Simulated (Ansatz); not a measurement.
## SnTe, response to strain

The parent structure is SnTe in the rock salt structure (space group Fm-3m, No. 225).

```yaml
crystal:
  lattice:
    - [0.00000, 3.11741, 3.11741]
    - [3.11741, 0.00000, 3.11741]
    - [3.11741, 3.11741, 0.00000]
  atoms:
    - { symbol: Sn, position: [0.00000, 0.00000, 0.00000] }
    - { symbol: Te, position: [0.50000, 0.50000, 0.50000] }
```

Cartesian axes are those of the cell as printed.

Strains are applied to the cell and any free atomic positions relax; under biaxial strain the out-of-plane vector relaxes too.

Method: Ansatz (a first-principles code) LDA, no spin-orbit coupling.

Notes on the quantities. energy relative to the base: free energy F; pressure: mean of the normal stresses, compression positive.

```csv
change,volume per atom,energy relative to the base,pressure
base,30.30 Å³,0 meV/atom,0.0 GPa
"biaxial strain −2.50 %, plane normal [111], relaxed out of plane",29.60 Å³,+8.6 meV/atom,1.2 GPa
"biaxial strain −2.08 %, plane normal [111], relaxed out of plane",29.71 Å³,+6.0 meV/atom,1.0 GPa
"biaxial strain −1.67 %, plane normal [111], relaxed out of plane",29.82 Å³,+3.9 meV/atom,0.8 GPa
"biaxial strain −1.25 %, plane normal [111], relaxed out of plane",29.93 Å³,+2.2 meV/atom,0.6 GPa
"biaxial strain −0.83 %, plane normal [111], relaxed out of plane",30.05 Å³,+1.0 meV/atom,0.4 GPa
"biaxial strain +1.25 %, plane normal [111], relaxed out of plane",30.66 Å³,+2.1 meV/atom,-0.6 GPa
"biaxial strain +1.67 %, plane normal [111], relaxed out of plane",30.77 Å³,+3.7 meV/atom,-0.8 GPa
"biaxial strain +2.08 %, plane normal [111], relaxed out of plane",30.89 Å³,+5.8 meV/atom,-1.0 GPa
"biaxial strain +2.50 %, plane normal [111], relaxed out of plane",30.99 Å³,+8.3 meV/atom,-1.1 GPa
```

The mesh was chosen for an insulator and is coarse for the gapless case. Stability against distortions was not tested. All final runs are without spin polarisation.
